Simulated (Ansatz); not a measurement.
**Effect of electrons 7.0×10^21 cm⁻³ on SrTiO3**

Consider SrTiO₃ in the cubic perovskite structure (space group Pm-3m, No. 221; a = 3.907 Å).

It is then changed as follows: electron doping at 7.0×10^21 cm⁻³ (0.417 per cell), with a uniform compensating background at fixed cell and a 300 K Fermi–Dirac width.

The values are results of r2SCAN (Ansatz, a program for electronic structure; PAW; 500 eV plane waves; no SOC), not measurements. Γ-centred 12×12×12 mesh, Fermi–Dirac width 0.0259 eV.

Gap between the host's bands: 2.85 eV (base 2.26 eV)
Gap character: indirect, R → Γ (base indirect, R → Γ)
Fermi level relative to the doped band's edge (positive inside the band; to 0.05 eV): +0.55 eV

Final structure:

```
CELL_PARAMETERS angstrom
      3.90695     0.00000     0.00000
      0.00000     3.90695     0.00000
      0.00000     0.00000     3.90695
ATOMIC_POSITIONS crystal
  Sr 0.00000 0.00000 0.00000
  Ti 0.50000 0.50000 0.50000
  O  0.00000 0.50000 0.50000
  O  0.50000 0.50000 0.00000
  O  0.50000 0.00000 0.50000
```
Cell charge -0.417457.

Carriers are added with a uniform compensating background; total energy and stress of such cells depend on the potential's zero and are not compared; many-body gap narrowing is missing at this level. No phonon test of stability was made. All final runs are without spin polarisation. Many cubic perovskites are stable only at high temperature; tilts and polar distortions were not tested.
